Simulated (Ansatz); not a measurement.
We consider Cu2ZnSnS4 (I-42m, No. 121, 8 atoms in the cell; start mp-1025500; a measured phase of this formula has another space group), described by r²SCAN+rVV10 in Ansatz (plane waves, PAW).

Run with plane-wave cutoff 500 eV, 10×10×10 k mesh, Fermi–Dirac smearing 0.05 eV, no spin polarisation, scalar-relativistic PAW data made under PBE.

Cell (relaxed at this level):

Cu$_{2}$SnZnS$_{4}$ is modelled in the tetragonal space group I-42m (No. 121), Pearson symbol tI16. Conventional cell: a = b = 5.382 Å, c = 10.804 Å, α = β = γ = 90.00°. Zn on 2a is coordinated by 4 S at 2.337 Å (tetrahedral). Cu on 4d is coordinated by 4 S at 2.284 Å (tetrahedral). Sn on 2b is surrounded by 4 S at 2.434 Å (tetrahedral). S on 8i is coordinated by 2 Cu at 2.284 Å and 1 Zn at 2.337 Å and 1 Sn at 2.434 Å (tetrahedral). (Neighbours: up to the widest gap in distance over summed covalent radii, below 1.35, at either atom; cation-cation and far metal-metal contacts left out.)
(The calculation used a cell of 8 atoms; values per cell refer to that cell.)

### Question
Give the computed band gap.

### Answer

- band gap = 0.34 eV (on the SCF k mesh)

Note: the relaxation could not lower the start's symmetry, so the cell can be a saddle point above a distorted one.

Spin–orbit coupling is not included.

The computed numbers hold no vibrational or temperature effects.

A start named mp-… is a Materials Project structure, which need not be a measured phase.

Ansatz is an electronic-structure program.
